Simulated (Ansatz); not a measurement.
The reference is Si in the diamond structure (space group Fd-3m, No. 227; a = 5.4441 Å).

Computed with Kohn–Sham DFT with the r2SCAN functional, run in Ansatz (a program for electronic structure) with PAW and 500 eV plane waves, spin-orbit coupling left out, earlier PAW set.

For the base:

* **Lattice parameter a**: 5.444 Å
* **Hole mass**: 0.17, 0.25, 0.25 mₑ (at Γ)

The change: a hydrostatic pressure of 5 GPa.

Q: What does the calculation give for the lattice parameter a after the change?

A: The lattice parameter a drops by 0.084 Å (5.444 Å → 5.360 Å).

Q: Estimate the effect on the hole mass.

A: The hole mass (degenerate bands, along [100]) changes from 0.17, 0.25, 0.25 mₑ (at Γ) to 0.19, 0.24, 0.24 mₑ (at Γ).

Q: How does this affect the mean gap deformation potential ΔEg/Δln V?

A: The mean gap deformation potential ΔEg/Δln V comes out as +1.9 eV.

Load acts through the strain it causes; cell and atoms are relaxed under it. Masses are band curvatures over ±0.01 Å⁻¹ around the edge. Whether these cells are dynamically stable was not tested. Tetrahedral semiconductors of this kind turn to denser phases somewhere between about 1 and 50 GPa; those were not computed, so compressed cells here can lie past the real transition.
